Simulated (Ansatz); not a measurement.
Start from CdS in the wurtzite structure (space group P6_3mc, No. 186; a = 4.1244 Å, c = 6.7082 Å). Axes: x lies along a and z along c of the hexagonal cell.

All numbers come from PBEsol (Ansatz, a quantum-chemistry and plane-wave program), no spin-orbit coupling.

Base values:

| Property | Value |
|---|---|
| Electron mass | 0.11 mₑ along c, 0.12 mₑ across (at Γ) |
| Band gap | 1.09 eV |

Now apply this change: tensile biaxial strain of 1.80 % in the plane normal to [001], as in epitaxy on a mismatched substrate; the out-of-plane cell vector and the atoms relax.

**Question.** Estimate the effect on the electron mass and band gap.

**Answer.** The electron mass becomes 0.12 mₑ (at Γ) (base: 0.11 mₑ along c, 0.12 mₑ across (at Γ)); the band gap decreases by 0.04 eV, from 1.09 eV to 1.05 eV.

Effective masses come from finite differences of ±0.01 Å⁻¹. Whether these cells are dynamically stable was not tested.
